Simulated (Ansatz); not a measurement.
# Response to strain in CuAu

The parent structure is CuAu (space group P4/mmm, No. 123; a = 2.8694 Å, c = 3.6452 Å; relaxed with 0.1 eV smearing). Axes: x, y, z lie along a, b, c of the conventional cell.

Strains are applied to the cell and any free atomic positions relax; under biaxial strain the out-of-plane vector relaxes too.

All numbers come from PBE in Ansatz (plane waves to 420 eV, PAW, without spin-orbit coupling).

| biaxial strain, plane normal [001], relaxed out of plane (%) | out-of-plane strain (%) |
|---|---|
| -4.93 | 8.03 |
| -4.08 | 6.74 |
| -3.08 | 5.18 |
| -1.4 | ? |
| -0.44 | 0.77 |
| 0 | 0.00 |

Question: Fit ε⊥ = −νε + γε² (strains in %) to the rows shown and predict the withheld row.

Answer: Least squares on the printed values gives ν = 1.77 (the biaxial Poisson response) and γ = -0.028 (largest residual 0.00 %); this predicts 2.42 %, and the run gives 2.39 %, 0.03 lower.

Whether these cells are dynamically stable was not tested. All final runs are without spin polarisation.

Ansatz is a first-principles code.
